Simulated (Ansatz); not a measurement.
**Pt: energy against volume**

Pt (fcc, Fm-3m, 15.294 Å³/atom and stress up to 0.01 GPa in the relaxed cell, cube axes along x, y and z) under hydrostatic pressure, with the cell free. r2SCAN in Ansatz, a plane-wave DFT program (PAW, default set), 500 eV, 20×20×20 Γ-centred mesh, Fermi-Dirac smearing 0.05 eV.

Here V stands for volume and E for E less E0.

```
volume (Å³/atom)  E less E0 (meV/atom)  pressure (GPa)
----------------  --------------------  --------------
15.4101                           0.83           -2.01
15.3516                           0.23           -1.01
15.2938                           0.00            0.00
15.2444                           0.10            0.89
15.1784                           0.66            2.10
15.0530                           3.14            4.50
14.8340                          12.15            9.00
14.5699                          31.65           15.01
14.0153                              ?               ?
```

Task: Using the third-order Birch-Murnaghan form, a cubic in V^(-2/3), estimate the missing E at V = 14.0153 from the other rows, showing the fit.

Result: With u = V^(-2/3) - 0.1636, the rows have u = -0.0021159, -0.0017059, -0.0012983, -0.0009479, -0.0004767, 0.0004280, 0.0020384, 0.0040341. Least squares gives E = 1.737 + 2792.0·u + 1126930·u² + 4724244·u³. Residuals (row less fit): 0.000, 0.000, -0.001, 0.001, -0.002, 0.001, -0.001, 0.000; standard error 0.001 (degrees of freedom: 4). Its minimum lies at u = -0.0012486, so V0 = (0.1623514)^(-3/2) = 15.29. There d²E/du² = 2218000 and d³E/du³ = 2.835e7, so B0 = (4/9) × 15.29^(-7/3) × 2218000 × 0.160218 = 272 GPa (the last factor turns the table's units into GPa), and B0' = 4 + (2/3) × 0.1623514 × (2.835e7)/2218000 = 5.4. B0' rests on the cubic coefficient alone and has a standard error of 0.1 from these residuals. At the withheld row, u = 0.0084277, so E = 1.737 + 2792.0 × 0.0084277 + 1126930 × 0.0084277² + 4724244 × 0.0084277³ = 108.136 meV/atom. The calculation gives 108.13 meV/atom, 0.006 meV/atom below the prediction (0.0 % of the range of E in the table). The row lies outside the fitted rows, so this is an extrapolation. The scatter of the fitted rows lies at the last printed digit.

In a metal these values are sensitive to mesh and smearing; energies are taken to zero smearing, stresses follow the free energy. The runs aren't spin-polarised. Spin-orbit coupling is left out, which can shift these values for the heavy elements here. Other structures, which can take over under pressure, weren't tried. The same form fitted to the pressure column gives B0' = 5.4; series where the two differ by over 0.4 aren't shown. Rows are the converged runs of the series near zero and its far end, less any whose ions stayed unrelaxed beside relaxed ones; series whose fitted rows scatter by over a few per cent of the range, as at a crossing or softening among them, aren't shown in this form.
